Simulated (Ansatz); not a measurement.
Formation energy of the localised charge states of V_O+N_O+N_O in monoclinic HfO2 (start: the O(1) site; O(2) 2.55 Å away; O(1) 2.58 Å away; 96-site cell, 2×2×2 shifted sampling) against the Fermi level, Hf-rich (Δμ(O) = -5.19 eV, Δμ(N) = -3.31 eV, bounded by rock-salt HfN; only phases computed here count, gases as isolated molecules at 0 K). All values below come from PBE, PAW (plane waves to 420 eV; Ansatz, an electronic-structure program).

Charges with a result: +1, 0, −1. Others weren't obtained, and one of them could lie lower, also by skipping a charge.

Cell and caveats: 96-site cell; 2×2×2 shifted k-points; host gap 4.04 eV; charged states image-corrected; no spin–orbit coupling; not converged in cell size; flagged in the runs: a doubtful potential alignment, a host whose relaxation on this sampling wasn't shown to rest, a strain field that reaches the edge of the cell.

```json
[
 {"E_F − E_VBM (eV)": "0.00", "q = +1": "1.93", "q = 0": "2.89", "q = −1": "6.19"},
 {"E_F − E_VBM (eV)": "0.50", "q = +1": "2.43", "q = 0": "2.89", "q = −1": "5.69"},
 {"E_F − E_VBM (eV)": "1.01", "q = +1": "2.94", "q = 0": "2.89", "q = −1": "5.18"},
 {"E_F − E_VBM (eV)": "1.51", "q = +1": "3.44", "q = 0": "2.89", "q = −1": "4.68"},
 {"E_F − E_VBM (eV)": "2.02", "q = +1": "3.95", "q = 0": "2.89", "q = −1": "4.17"},
 {"E_F − E_VBM (eV)": "2.52", "q = +1": "4.45", "q = 0": "2.89", "q = −1": "3.67"},
 {"E_F − E_VBM (eV)": "3.03", "q = +1": "4.96", "q = 0": "2.89", "q = −1": "3.16"},
 {"E_F − E_VBM (eV)": "3.53", "q = +1": "5.46", "q = 0": "2.89", "q = −1": "2.66"},
 {"E_F − E_VBM (eV)": "4.04", "q = +1": "5.97", "q = 0": "2.89", "q = −1": "2.16"}
]
```

Crossings of the lowest lines: (+1/0) at 0.96 eV; (0/−1) at 3.31 eV.
